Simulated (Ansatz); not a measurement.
Where the default PAW files enter, the runs use the earlier of Ansatz's two default sets.

Input:

```
CELL_PARAMETERS angstrom
      5.69006     0.00000     0.00000
      2.84503    12.92744    -0.10729
      2.84503    -0.19517     1.63094
ATOMIC_POSITIONS crystal
  Mo 0.75000 0.25000 0.25000
  Mo 0.25000 0.75000 0.75000
  Se 0.28646 0.38021 0.38021
  Se 0.71354 0.61979 0.61979
  Se 0.45312 0.88021 0.88021
  Se 0.54688 0.11979 0.11979
```

Space group of this cell: P6_3/mmc. The cell was relaxed by PBE-D3(BJ); by PBEsol its mean pressure is -1.0 GPa.

Transport runs along the normal of the first two printed cell vectors, the (111) plane of the conventional cell.

The gap is the functional's own, uncorrected, and κ follows it; spin-orbit coupling is left out. Mid-gap values are interpolated between the computed energies.

Q: Estimate the band gap and the smallest decay constant κ at mid-gap that PBEsol run with Ansatz (a quantum-chemistry and plane-wave program) returns for this system.

A: Gap 0.79 eV on a 18×18×18 mesh; κ = 0.202 1/Å, at (0.000, 0.250) of the in-plane reciprocal vectors. At the zone centre, at the nearest computed energy, the slowest state has κ = 0.21 1/Å.
